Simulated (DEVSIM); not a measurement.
Device: abrupt Ge p-n junction, at 400 K.

| layer (left to right) | material | thickness (μm) | Nd (cm⁻³) | Na (cm⁻³) | τn (s) | τp (s) |
|---|---|---|---|---|---|---|
| 1 | Ge | 4.90 | - | 2.1e15 | 0.0002 | 0.0002 |
| 2 | Ge | 16.0 | 1.2e14 | - | 0.0002 | 0.0002 |

Left contact: ohmic. Right contact: ohmic. Voltage is applied to the left contact. Recombination: SRH at mid-gap. Mobility is constant in doping.

The device is made up for the run: typed textbook-type constants, with dimensions and the other settings drawn at random. Values at 300 K; Nc and Nv go as T^1.5, mobilities as T to minus their exponent, the gap by Varshni's rule with the affinity fixed.

```tsv
parameter	Ge
gap (eV)	0.664
affinity (eV)	4
permittivity	16
Nc (cm⁻³)	1.04e19
Nv (cm⁻³)	6e18
μn (cm²/Vs)	3900
μp (cm²/Vs)	1900
T exponent of μn	1.66
T exponent of μp	2.33
Varshni α (eV/K)	0.000477
Varshni β (K)	235
```

Simulated with DEVSIM: 1D drift-diffusion, Boltzmann statistics, complete ionisation; no tunnelling, impact ionisation, image-force lowering or self-heating.

Problem. Tabulate band edges, carrier densities and field at 0.65 V on the left contact.

Solution. Energies count from the Fermi level of the right contact; mesh points crowd at the junctions.

| x (μm) | Ec (eV) | Ev (eV) | n (cm⁻³) | p (cm⁻³) | field (V/cm) |
|---|---|---|---|---|---|
| 0.000 | -0.305 | -0.929 | 7.2e14 | 2.8e15 | 480 |
| 0.03474 | -0.303 | -0.927 | 7.7e14 | 2.9e15 | 480 |
| 0.1252 | -0.299 | -0.923 | 8.9e14 | 3.0e15 | 460 |
| 0.3393 | -0.290 | -0.914 | 1.1e15 | 3.2e15 | 420 |
| 1.198 | -0.259 | -0.883 | 1.9e15 | 4.0e15 | 310 |
| 2.903 | -0.215 | -0.839 | 3.0e15 | 5.1e15 | 220 |
| 4.093 | -0.190 | -0.815 | 3.5e15 | 5.6e15 | 200 |
| 4.677 | -0.179 | -0.803 | 3.8e15 | 5.9e15 | 170 |
| 4.823 | -0.178 | -0.802 | 4.0e15 | 5.8e15 | ≈ 0 |
| 4.884 | -0.178 | -0.802 | 4.2e15 | 5.5e15 | -350 |
| 4.911 | -0.180 | -0.804 | 4.4e15 | 5.2e15 | -390 |
| 4.994 | -0.181 | -0.805 | 4.8e15 | 4.8e15 | 55 |
| 5.176 | -0.178 | -0.802 | 4.8e15 | 4.7e15 | 180 |
| 5.611 | -0.170 | -0.794 | 4.7e15 | 4.6e15 | 190 |
| 7.367 | -0.134 | -0.758 | 4.4e15 | 4.3e15 | 210 |
| 10.97 | -0.052 | -0.677 | 3.7e15 | 3.6e15 | 250 |
| 16.74 | 0.122 | -0.502 | 2.5e15 | 2.4e15 | 370 |
| 19.21 | 0.227 | -0.397 | 1.9e15 | 1.8e15 | 490 |
| 20.42 | 0.291 | -0.333 | 1.6e15 | 1.5e15 | 580 |
| 20.73 | 0.309 | -0.315 | 1.5e15 | 1.4e15 | 610 |
| 20.84 | 0.317 | -0.308 | 1.5e15 | 1.4e15 | 620 |
| 20.90 | 0.320 | -0.304 | 1.5e15 | 1.4e15 | 620 |
